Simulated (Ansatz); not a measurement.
C on the O site in rock-salt CaO: one set of geometries, relaxed with PBE, evaluated in Ansatz (PAW, plane waves to 420 eV, 500 eV under r2SCAN) with PBE, r2SCAN.

Details: 64-site cell; 2×2×2 shifted k-points; start: the O site; charged states image-corrected; not converged in cell size; flagged in the runs: a doubtful potential alignment.

```json
[
 {"quantity": "host gap (eV)", "PBE": "3.66", "r2SCAN": "(withheld)"},
 {"quantity": "ε(+1/0) above the VBM (eV)", "PBE": "1.24", "r2SCAN": "(withheld)"},
 {"quantity": "ε(0/−1) above the VBM (eV)", "PBE": "2.20", "r2SCAN": "(withheld)"},
 {"quantity": "ε(−1/−2) above the VBM (eV)", "PBE": "3.03", "r2SCAN": "(withheld)"},
 {"quantity": "largest moment on one atom at charge +1 (μB)", "PBE": "1.88", "r2SCAN": "(withheld)"},
 {"quantity": "neutral formation energy against graphite, O2 molecule in a box (eV)", "PBE": "9.09", "r2SCAN": "(withheld)"},
 {"quantity": "largest moment on one atom at charge 0 (μB)", "PBE": "1.19", "r2SCAN": "(withheld)"},
 {"quantity": "largest moment on one atom at charge −1 (μB)", "PBE": "0.55", "r2SCAN": "(withheld)"}
]
```

Q: Given the lower rungs, what does r2SCAN give?

A: 
- host gap (eV), r2SCAN: 4.20
- ε(+1/0) above the VBM (eV), r2SCAN: 1.64
- ε(0/−1) above the VBM (eV), r2SCAN: 2.64
- ε(−1/−2) above the VBM (eV), r2SCAN: 3.60
- largest moment on one atom at charge +1 (μB), r2SCAN: 1.99
- neutral formation energy against graphite, O2 molecule in a box (eV), r2SCAN: 9.15
- largest moment on one atom at charge 0 (μB), r2SCAN: 1.25
- largest moment on one atom at charge −1 (μB), r2SCAN: 0.58

Ansatz is a first-principles code.
